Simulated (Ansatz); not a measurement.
## Effect of biaxial strain −2.50 %, plane normal [001], relaxed out of plane on HfN

The reference is HfN in the rock salt structure (space group Fm-3m, No. 225; a = 4.5018 Å; relaxed with 0.1 eV smearing). Axes: x, y, z lie along the cube axes.

Modification: compressive biaxial strain of 2.50 % in the plane normal to [001], as in epitaxy on a mismatched substrate; the out-of-plane cell vector and the atoms relax.

Method: PBEsol in Ansatz (plane waves to 420 eV, PAW, no SOC). k-mesh 22×22×22 (Γ-centred); smearing 0.1 eV (Fermi–Dirac).

```tsv
quantity	base	changed	shift
volume per atom	11.40 Å³	10.94 Å³	-0.466 Å³
shortest interatomic distance	2.251 Å	2.195 Å	-0.056 Å
energy relative to the base (free energy F)	0 meV/atom	+34 meV/atom	+34 meV/atom
pressure (mean of the normal stresses, compression positive)	0.0 GPa	13.8 GPa	+13.8 GPa
band gap	zero	zero	–
out-of-plane strain	–	+0.90 %	–
ratio −ε⊥/ε∥	–	0.36	–
```

Cost of the whole job for the changed cell (relaxation, final SCF and bands): roughly 60 core-seconds.

No phonon test of stability was made. The final runs are not spin-polarised. An odd electron count without spin: HfN.

Ansatz is a quantum-chemistry and plane-wave program.
